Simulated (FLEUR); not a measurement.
Worked example: self-consistent single point of MgTl (P1, 2 atoms in the cell) in FLEUR.

Level of theory: FLEUR with PBEsol, all-electron FLAPW (FLEUR), scalar-relativistic valence.

The change in words: atoms moved at random. Reference geometry:
```
MgTl
1.0
    3.63780     0.00000     0.00000
    0.00000     3.63780     0.00000
    0.00000     0.00000     3.63780
Mg Tl
1 1
Direct
  0.00000   0.00000   0.00000
  0.50000   0.50000   0.50000
```

Reference input (self-consistent single point, DFT, PBEsol, all-electron FLAPW (FLEUR), scalar-relativistic valence): Kmax = 3.8 1/bohr; GmaxXC = 11.4 1/bohr; xcFunctional = PBEs; jspins = 1; l_soc = F; mode = gauss; fermiSmearingEnergy = 0.00999582 Htr; mesh (inpgen div1-3) = 7 7 7; inpgen gamma flag = false; Gmax = 11.4 1/bohr; numbands = 0; maxIterBroyd = 99. This run's input differs from it in these lines:

```diff
@@ -10,4 +10,4 @@
 2
-12 0.0000000000 0.0000000000 0.0000000000
-81 0.5000000000 0.5000000000 0.5000000000
+12 0.0058250000 0.0143940000 0.0225580000
+81 0.4941750000 0.4856060000 0.4774420000
 
@@ -77,3 +77,3 @@
       <atomGroup species="Magnesium (Mg)">
-         <relPos label="                   1">.0000000000 .0000000000 .0000000000</relPos>
+         <relPos label="                   1">.0058250000 .0143940000 .0225580000</relPos>
          <force calculate="T" relaxXYZ="TTT"/>
@@ -81,3 +81,3 @@
       <atomGroup species="Thallium (Tl)">
-         <relPos label="                   2">1.000/2.000 1.000/2.000 1.000/2.000</relPos>
+         <relPos label="                   2">.4941750000 .4856060000 .4774420000</relPos>
          <force calculate="T" relaxXYZ="TTT"/>
```

Output (repeated stretches shortened):

```
 Iteration:     1   Distance:       5.68153298 me/bohr^3
 Iteration:     2   Distance:       5.28092776 me/bohr^3
 Iteration:     3   Distance:       1.68471739 me/bohr^3
 Iteration:     4   Distance:       0.46689782 me/bohr^3
 Iteration:     5   Distance:       0.40964929 me/bohr^3
   [... 6 lines left out ...]
 Iteration:    12   Distance:       0.00009309 me/bohr^3
 Iteration:    13   Distance:       0.00002780 me/bohr^3
 Iteration:    14   Distance:       0.00002377 me/bohr^3
 Iteration:    15   Distance:       0.00000202 me/bohr^3
 Reset of history
 Run finished successfully
 Stop message:
   Structural relaxation: new displacements generated

[file out, last iteration]
             iter=     16
[...]
          total density-effective poten   -3.6336829803E+04
          total charge density-energy d   -3.9249865861E+02
 Updated energy parameters for spin:           1
[...]
 fermi energy and band-weighting factors:
    0.378674    0.885138

[...]
FERMIE:
          first approx. to ef    (T=0)  :   0.224423 htr   (energy of the highest occ. eigenvalue)
          number of occ. states  (T=0)  :       1978
          first approx. to seigv (T=0)  : -14.745201 htr
          sum of weights of occ. states :  11.504373
          sum of semicore charge        :   0.000000 e
          fermi energy=   0.23203 har   work function=  -6.31372 ev
   [... lines left out ...]
          total moment                 =     0.00000
 Direct bandgap for spin            1 :    8.0448802362545813E-002  Htr
   [... lines left out ...]
          interst. charge =       2.614404
          mt charge=              8.921511   11.464085
          total charge  =   23.000000
               n    l     j    energy       weight
          atom type    1  (spin 1)
          0.00000000  electrons lost from core.
               n    l     j    energy       weight
   [... 16 lines left out ...]
          atom type    2  (spin 1)
          kinetic en
```

The run converged in 15 iterations. FLEUR gives forces in its relaxation mode, with a further iteration, so its stop message speaks of a relaxation. Against the reference run the total energy goes up by 16.6 meV/atom.

The starting cell comes from a database of computed structures (which also holds hypothetical and non-ambient phases and stackings), without a prior relaxation at this level. For this run, on top of that: atoms moved at random. Spin-orbit coupling is off. Values depend on the basis (sphere radii, cutoffs, local orbitals), which need not be converged. The log's line on a gap gives a spacing of levels on this mesh, which the program prints for metals too.

Cost on one core of a shared machine: roughly 10 min.
